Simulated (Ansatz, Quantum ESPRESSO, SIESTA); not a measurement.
## One structure in several programs: LaMg6B (Amm2, 8 atoms in the cell)

Self-consistent single point.

```xyz
8
Lattice="4.7791 0.0000 0.0000 0.0000 3.2367 5.8742 0.0000 -3.2367 5.8742" Properties=species:S:1:pos:R:3 pbc="T T T"
La     0.0000     0.0000     9.4613
Mg     0.0000     1.5503     6.7602
Mg     0.0000    -1.5503     6.7602
Mg     0.0000     0.0000     3.9506
Mg     2.3895     1.5180     5.0536
Mg     2.3895    -1.5180     5.0536
Mg     2.3895     0.0000     2.0503
B      2.3895     0.0000     7.9043
```

All programs got the same cell, k-point mesh and kind of occupations (in Ansatz's words: kpoints.mp_grid.grid = 4 3 3; scf.occupations.method = fermi_dirac; scf.occupations.width = 0.0073 Ry); potentials, basis and cutoffs are each program's usual ones.

```json
[
 {"code": "Quantum ESPRESSO", "model": "PBEsol, GBRV 1.5 ultrasoft (PBESOL) pseudopotentials", "pressure (GPa)": "-0.95", "largest force (eV/Å)": "0.136", "k-points": "12", "cutoff": "40 Ry"},
 {"code": "Ansatz", "model": "PBEsol, PAW files made with PBE", "pressure (GPa)": "-0.99", "largest force (eV/Å)": "0.145", "k-points": "12", "cutoff": "default"},
 {"code": "SIESTA", "model": "GGA PBEsol, numerical atomic orbitals DZP, PseudoDojo PBEsol standard norm-conserving potentials (rewritten from UPF to PSML)", "pressure (GPa)": "0.40", "largest force (eV/Å)": "0.252", "k-points": "20", "cutoff": "grid 350 Ry"}
]
```

Size of the force on each atom (eV/Å): Sizes of forces hide their directions.

```csv
code,La1,Mg2,Mg3,Mg4,Mg5,Mg6,Mg7,B8
Quantum ESPRESSO,0.136,0.047,0.047,0.004,0.112,0.112,0.133,0.122
Ansatz,0.145,0.043,0.043,0.002,0.112,0.112,0.132,0.114
SIESTA,0.024,0.206,0.206,0.196,0.252,0.252,0.139,0.127
```

The spread over the programs that give each value: pressure within 1.39 GPa; largest force within 0.116 eV/Å.

The starting cell comes from a database of computed structures (which also holds hypothetical and non-ambient phases and stackings), without a prior relaxation at this level.

Problem. Why do the programs differ, and what cannot be compared?

Solution. Differences of this kind can come from the potentials, where these differ, and from what each basis and cutoff leave unconverged. The zero of total energies and Fermi levels follows the potentials and each program's conventions, so they are not compared here. SIESTA uses small atom-centred bases, whose incompleteness enters pressures, forces and empty levels differently from a plane-wave cutoff. Ansatz's pressure is given at a fixed set of plane waves, as the other plane-wave codes print theirs. Ansatz's smearing width was typed in Ry to four decimals, so it matches the others to a few per cent. The programs reduce the same mesh by symmetry to different extents, which changes the work and not the result. In the pressure, SIESTA (by 1.38) lies more than 1 GPa from the median of the plane-wave programs. In the force vectors, SIESTA (by 0.193) lies more than 0.08 eV/Å from the median of the plane-wave programs.

Left out of this page: ABINIT and FLEUR (stopped by limits of time or memory); CP2K (unsound by tests on forces, stress, charge or solver warnings); Elk (not drawn, or without a comparable value).

Ansatz is an electronic-structure program.

Keys are those of Ansatz 0.2.
